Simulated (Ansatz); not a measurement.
# WSe2: uniaxial stress, 0.5 GPa tension along z

The reference is WSe2 in the 2H-MoS2 type structure (space group P6_3/mmc, No. 194; a = 3.300 Å, c = 13.151 Å; layered, stacked along the Cartesian z axis). Axes: x lies along a and z along c of the hexagonal cell.

Now apply this change: uniaxial stress, 0.5 GPa tension along z, with the cell and atoms free to relax against it.

The values are results of Ansatz (an electronic-structure program) r2SCAN+rVV10, scalar-relativistic without spin-orbit coupling, not measurements. Settings: 11×11×3 k-points, 0.05 eV Fermi–Dirac smearing.

The space group remains P6_3/mmc (No. 194) and the shortest interatomic distance stays 2.531 Å. The energy grows by 0.4 meV/atom and the band gap goes up by 0.06 eV to 1.18 eV. The gap character remains indirect, Γ → k = (0.182, 0.182, 0) in the run's primitive reciprocal basis and the smallest direct gap grows by 0.02 eV (1.61 eV → 1.63 eV). The width of the top valence band shrinks by 0.04 eV (1.58 eV → 1.54 eV) and the hole mass goes from 0.96 mₑ along c, 0.77 mₑ across (at Γ) to 0.91 mₑ along z, 0.84 mₑ across (at Γ). The valence-band top at Γ (three highest levels, from the VBM) goes from 0.00, -1.06, -1.29 eV to 0.00, -1.02, -1.35 eV and the strain response (xx, yy, zz) comes out as (−0.05, −0.05, +1.18) %.

Cost of the whole job for the changed cell (relaxation, final SCF and bands): roughly 4 core-minutes.

With W present, leaving out spin-orbit coupling can change the band edges. Effective masses come from finite differences of ±0.01 Å⁻¹. Stability under load was not tested beyond the relaxation.
